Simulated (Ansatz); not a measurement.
Worked calculations on one periodic cell of amorphous Si24O47Cl2: Si24O47Cl2, 73 atoms, volume 1113.1 Å³, made by a melt-quench on the CHGNet potential and relaxed with DFT. Anions were pushed apart under 1.9 Å during the dynamics, to hinder bonds among them. It is a model cell: composition and starting density were chosen by hand, and all elements were melted together. Cycles of charging were run to anneal it. These are PBE, scalar-relativistic without spin-orbit coupling (plane waves to 420 eV, PAW; Ansatz, a quantum-chemistry and plane-wave program) values and carry that method's errors. Sampling: a 2×2×2 Γ-centred mesh; Fermi-Dirac width 0.02 eV; no spin polarisation. Its volume was relaxed, its shape was free, and it stands at a mean pressure of 0.0 GPa with stress components up to 0.0 GPa; the relaxation ran on the zone centre alone. Its density went from a set 2.21 to 2.23 g/cm³. The cell is small and was quenched far faster than a real film, so it is one sample of the glass.

Question: Count formal charges (Si +4, O -2, Cl -1). What does the count lead one to expect at the Fermi level, and what does the calculation give?

Answer: 24 × (+4) + 47 × (-2) + 2 × (-1) = 0. The charges balance, so the anion-derived valence states can be full and a gap can open. On this mesh the highest filled and lowest empty level lie 4.20 eV apart; localised defect or tail levels set that (at the zone centre the more localised edge state sits most on one O atom with neighbours Si 1.59 Å, Si 1.72 Å), and the nearest spread-out levels lie 5.1 eV apart.

Four energies for a hole at PBE on the zone centre alone (charged cells in a uniform background, spin-polarised): neutral at the neutral geometry -44163.487 eV; charged at the neutral geometry -44164.919 eV; charged and relaxed -44165.391 eV; neutral at the charged geometry -44162.471 eV.

Question: Find the two relaxation energies and their sum, the reorganisation energy.

Answer: On charging: -44164.919 − (-44165.391) = 0.472 eV. On discharging: -44162.471 − (-44163.487) = 1.016 eV. The sum is 1.488 eV. The carrier's level spreads over 3 of the 73 atoms' worth, so it counts as localised, most on one O atom with neighbours Si 1.59 Å, Si 1.72 Å (neutral geometry). The values are uncorrected: the image energy of a point charge in this cell, 2.84 × 14.40 / (2 × 10.4) = 2.0 eV before screening, is screened by electrons alone at the fixed geometry and by ions too after relaxing, and the carrier can be spread before it relaxes, so each term can be off by up to that value times 1/ε∞, some tenths of an eV. PBE's self-interaction favours spread-out carriers, so a hybrid can localise more.
